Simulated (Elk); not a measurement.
Elk 10.2.4, DFT, PBE, spin-polarised, all-electron FP-LAPW, Elk's shipped species files: a generated cell (prototype structure at a guessed volume, not a measured phase) of La3V (space group Pm-3m), 4 atoms, spin-polarised from a ferromagnetic start. Basis and mesh were picked for this test and aren't claimed converged.

```json
{
 "cell": "4.99, 4.99, 4.99 Å; 90, 90, 90°",
 "task": "ground state",
 "xctype": "20",
 "spinpol": "true",
 "reducebf": "0.5",
 "swidth": "0.004 Hartree",
 "k mesh (ngridk)": "3×3×3",
 "maxscl": "100",
 "rgkmax": "7 (default)",
 "empty states an atom (nempty)": "4 (default)",
 "epspot (Hartree)": "1e-06 (default)",
 "epsengy (Hartree)": "0.0001 (default)",
 "k-points after symmetry (for each spin)": "4",
 "largest_matrix_size": "303",
 "valence_states": "78"
}
```

Settings of this run: mixtype = 3, mixsdb = 5, broydpm = [0.05, 0.15], tefvit = false; 4 threads, 1 BLAS thread.

```tsv
loop	total energy (Hartree)	RMS change in potential
1	-26458.3035795	-
2	-26458.2838446	1.220265312
3	-26458.2695795	1.214112013
4	-26451.1370700	0.5779807024
5	-26448.4683152	0.2662154853
6	-26447.3269478	0.1328125560
7	-26446.1475689	0.4888543603E-01
8	-26445.6151346	0.1852240869E-01
9	-26445.1909492	0.1596744295E-01
10	-26442.8031472	0.5551202764E-02
11	-26442.4154661	0.4822044458E-02
12	-26442.3865437	0.3252919787E-02
13	-26442.4552421	0.4368758696E-03
14	-26442.4591492	0.4098631879E-03
…	…	…
22	-26442.5213381	0.3612342633E-04
23	-26442.5196855	0.2130175161E-04
24	-26442.5181494	0.1377504727E-04
25	-26442.5166971	0.1090174760E-04
26	-26442.5152861	0.6661089071E-05
27	-26442.5154688	0.6110933752E-05
28	-26442.5157461	0.5886786755E-05
29	-26442.5158041	0.5633462480E-05
…	…	…
35	-26442.5160272	0.2735369474E-05
36	-26442.5160044	0.2547023013E-05
37	-26442.5158172	0.1956615851E-05
38	-26442.5158580	0.1566960303E-05
39	-26442.5157689	0.1068017225E-05
40	-26442.5159053	0.6036572768E-06
41	-26442.5159504	0.3536076890E-06
42	-26442.5159670	-
```

It converged after 42 self-consistent loops.

Question: The cycle is slow. Which setting should be changed?

Answer: Several could match; the one computed here: broydpm = [0.4, 0.15] (default) (23 self-consistent loops), all else kept. The other changes of this size gave: broydpm = [0.2, 0.15] (24); broydpm = [0.4, 0.5] (27); broydpm = [0.4, 0.01] (32); broydpm = [0.1, 0.15] (34). The change moves the result by: energy 0.41 meV/atom, site moment sizes under 0.001 μB. Counts are of single runs.
